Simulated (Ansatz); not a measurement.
# How far PBE and r2SCAN part for hypothetical R-3m LuCuSe2, isotropic strain +0.96 %

Base system: LuCuSe2 (space group R-3m, No. 166; a = 3.9951 Å, c = 18.4055 Å (hexagonal axes); a hypothetical phase, not in the database extracts checked).

(Cell as relaxed with PBE.)

Levels (all Ansatz, a quantum-chemistry and plane-wave program, PAW): PBE (420 eV, scalar-relativistic without spin-orbit coupling); r2SCAN (500 eV, no SOC).

Each level relaxes its own structure.

```
base                      PBE    r2SCAN
-------------------  --------  --------
volume per atom      21.20 Å³  20.88 Å³
lattice parameter a   3.995 Å   3.967 Å
band gap              1.04 eV   1.28 eV
```

Now apply this change: an isotropic linear strain of +0.96 %, atoms relaxed at fixed cell.

| quantity | PBE | r2SCAN |
|---|---|---|
| smallest direct gap | 1.62 eV | 1.82 eV |
| mean gap deformation potential ΔEg/Δln V | +2.6 eV | +2.9 eV |
| largest internal atomic displacement | 0.012 Å | 0.012 Å |

PBE's smallest direct gap lies 0.20 eV below r2SCAN's; PBE's mean gap deformation potential ΔEg/Δln V lies 0.3 eV below r2SCAN's; the two agree on the largest internal atomic displacement. Neither level is exact; r2SCAN is the comparison here, not a measurement.

Whether these cells are dynamically stable was not tested. All final runs are without spin polarisation.
